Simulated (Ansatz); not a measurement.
## A computed series for Al2Cu: response to strain and stress

The reference is Al$_{2}$Cu (space group I4/mcm, No. 140).

```
CELL_PARAMETERS angstrom
     -3.00291     3.00291     2.39485
      3.00291    -3.00291     2.39485
      3.00291     3.00291    -2.39485
ATOMIC_POSITIONS crystal
  Al 0.65905 0.15905 0.81810
  Al 0.84095 0.65905 0.50000
  Al 0.15905 0.34095 0.50000
  Al 0.34095 0.84095 0.18190
  Cu 0.25000 0.25000 0.00000
  Cu 0.75000 0.75000 0.00000
```

Cartesian axes are those of the cell as printed.

Strains are applied to the cell and any free atomic positions relax; under biaxial strain the out-of-plane vector relaxes too; under stress the whole cell relaxes.

Level of theory: r2SCAN in Ansatz (plane waves to 500 eV, PAW, no SOC).

Candidates:
(a) uniaxial stress, 0.5 GPa tension along x
(b) uniaxial strain ε_zz = −2.70 %
(c) isotropic strain +5.89 %
(d) isotropic strain +1.22 %
(e) biaxial strain −1.52 %, plane normal [001], relaxed out of plane

Notes on the quantities. energy relative to the base: free energy F.

Task: Order them by energy relative to the base, highest first.

Result: (c) isotropic strain +5.89 % (+130 meV/atom), (b) uniaxial strain ε_zz = −2.70 % (+7.3 meV/atom), (d) isotropic strain +1.22 % (+6.6 meV/atom), (e) biaxial strain −1.52 %, plane normal [001], relaxed out of plane (+4.7 meV/atom), (a) uniaxial stress, 0.5 GPa tension along x (+0.1 meV/atom)

A biaxial case was relaxed in a doubled cell and then solved in the primitive one. Without a gap, meshes like the base's 12×12×12 leave anisotropic stresses uncertain by several tenths of a GPa, and small strain energies with them. Beyond what the load breaks, stability against distortions was not tested. All final runs are without spin polarisation.

Ansatz is a program for electronic structure.
